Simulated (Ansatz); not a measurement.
## GaAs: alloy series

Take GaAs in the zinc blende structure (space group F-43m, No. 216) as the base.

```
GaAs
1.0
    0.00000     2.83335     2.83335
    2.83335     0.00000     2.83335
    2.83335     2.83335     0.00000
As Ga
1 1
Direct
  0.75000   0.75000   0.75000
  0.00000   0.00000   0.00000
```

The other end (x = 1) is GaIr in the zinc blende structure (space group F-43m, No. 216; a hypothetical phase, not in the database extracts checked): 21.14 Å³/atom, gap zero; this end may not be an ambient phase.

Ir replaces a fraction x of As; each row is one arrangement (x, atoms in the cell, starting space group or random), fully relaxed.

All numbers come from r2SCAN (Ansatz, a program for electronic structure), scalar-relativistic without spin-orbit coupling.

Candidates:
(a) x(Ir) = 0.75, 8 atoms, P-4m2
(b) x(Ir) = 0.333, 6 atoms, I-4m2
(c) x(Ir) = 0.25, 8 atoms, Pmm2

Before the change:

```
Item               Result
---------------  --------
Volume per atom  22.75 Å³
```

Problem. Order them by volume per atom, lowest first.

Solution. (a) x(Ir) = 0.75, 8 atoms, P-4m2 (21.68 Å³), (b) x(Ir) = 0.333, 6 atoms, I-4m2 (22.45 Å³), (c) x(Ir) = 0.25, 8 atoms, Pmm2 (22.52 Å³)

Each cell is one ordered arrangement of few atoms, which overstates ordering effects compared with a random alloy. With Ir present, leaving out spin-orbit coupling can change the band edges. No phonon test of stability was made. All final runs are without spin polarisation. Gaps under 0.05 eV, about the width of the smearing, are given as zero. A zero or small gap of Ga4Ir3As, Ga3IrAs2 and Ga4IrAs3 can be the functional's error rather than a property of the material.
